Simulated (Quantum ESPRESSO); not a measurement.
A working Quantum ESPRESSO input for Sr5Si3 (I4/mcm, 16 atoms in the cell) (DFT, PBEsol, plane waves, PseudoDojo standard norm-conserving (PBESOL) pseudopotentials):

```fortran
&control
    calculation = 'scf',
    prefix = 'Sr5Si3',
    outdir = './out',
    pseudo_dir = './',
    tprnfor = .true.,
    tstress = .true.,
/
&system
    ibrav = 7,
    celldm(1) = 15.2859946221,
    celldm(3) = 1.944987019409,
    nat = 16,
    ntyp = 2,
    ecutwfc = 70,
    occupations = 'smearing',
    smearing = 'gaussian',
    degauss = 0.0036749,
/
&electrons
    conv_thr = 1.0e-11,
/
ATOMIC_SPECIES
Sr    87.6200  Sr.upf
Si    28.0850  Si.upf
ATOMIC_POSITIONS crystal
Sr    0.0000000000    0.0000000000    0.0000000000
Sr    0.0000000000    0.5000000000    0.5000000000
Sr   -0.8563000000    0.3197700000    0.8197700000
Sr   -0.5000000000    0.4634700000    0.3197700000
Sr   -0.1437000000    0.9634700000    0.4634700000
Sr   -0.5000000000    0.8197700000    0.9634700000
Sr   -0.5000000000    0.5365300000    0.6802300000
Sr   -0.1437000000    0.6802300000    0.1802300000
Sr   -0.5000000000    0.1802300000    0.0365300000
Sr   -0.8563000000    0.0365300000    0.5365300000
Si    0.0000000000    0.2500000000    0.2500000000
Si    0.0000000000    0.7500000000    0.7500000000
Si   -0.2837600000    0.3918800000    0.8918800000
Si   -0.5000000000    0.1081200000    0.3918800000
Si   -0.7162400000    0.6081200000    0.1081200000
Si   -0.5000000000    0.8918800000    0.6081200000
K_POINTS automatic
3 3 3  0 0 0
```

The run converged in 16 iterations: free energy E − TS -10003.9265 eV; Fermi level (on the code's own zero) 6.90 eV; pressure -1.31 GPa; largest force (vector length) 0.115 eV/Å. Each of these slips is then made, one at a time:

(1)
```diff
-    celldm(1) = 15.2859946221,
-    celldm(3) = 1.944987019409,
+    celldm(1) = 8.0889991326,
+    celldm(3) = 1.944987447769,
```

(2)
```diff
+    nbnd = 61,
```

### Question
How does each altered input end?

### Answer

(1) Cell lengths in the wrong unit (bohr against Å). The run converged in 13 iterations without an error; against the sound input the free energy goes up by 34.4 eV/atom, the pressure goes from -1.31 to 2102 GPa and the largest force goes from 0.115 to 56.06 eV/Å.

(2) Too few bands. The program stopped before any SCF iteration.
```
Error in routine setup (1):
too few bands
```

The starting cell comes from a database of published, mostly measured structures (it also holds non-ambient and calculated ones), without a prior relaxation at this level.

Left out of this page: 5 runs of the series outside the window shown, repeating another row's setting, or not comparable.
